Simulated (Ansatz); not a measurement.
## What pressure −2 GPa does to CsPbBr3

Consider CsPbBr3 in the cubic perovskite structure (space group Pm-3m, No. 221; a = 5.8721 Å).

Now apply this change: hydrostatic tension (pressure −2 GPa).

Computed with plane-wave PAW DFT at the PBEsol level (Ansatz, a program for electronic structure, 420 eV), no SOC. Settings: 6×6×6 k-points, 0.05 eV Fermi–Dirac smearing.

```csv
quantity,base,changed,shift
volume per atom,40.50 Å³,45.89 Å³,+5.39 Å³
density,4.76 g/cm³,4.20 g/cm³,-0.56 g/cm³
lattice parameter a,5.872 Å,6.122 Å,+0.250 Å
shortest interatomic distance,2.936 Å,3.061 Å,+0.125 Å
enthalpy H = E + PV relative to the base's energy,–,-0.53 eV/atom,–
band gap,1.43 eV,1.86 eV,+0.43 eV
gap character,direct at R,direct at R,–
width of the top valence band,2.07 eV,1.32 eV,-0.75 eV
"electron mass (degenerate bands, along [100])","0.077, 0.74, 0.74 mₑ (at R)","0.096, 0.89, 0.89 mₑ (at R)",–
hole mass,0.13 mₑ (at R),0.20 mₑ (at R),–
```

With Pb present, leaving out spin-orbit coupling can change the band edges. Load acts through the strain it causes; cell and atoms are relaxed under it. Masses are band curvatures over ±0.01 Å⁻¹ around the edge. Stability against distortions was not tested. Many cubic perovskites are stable only at high temperature; tilts and polar distortions were not tested. This is not the structure that CsPbBr3 has at room temperature and ambient pressure.
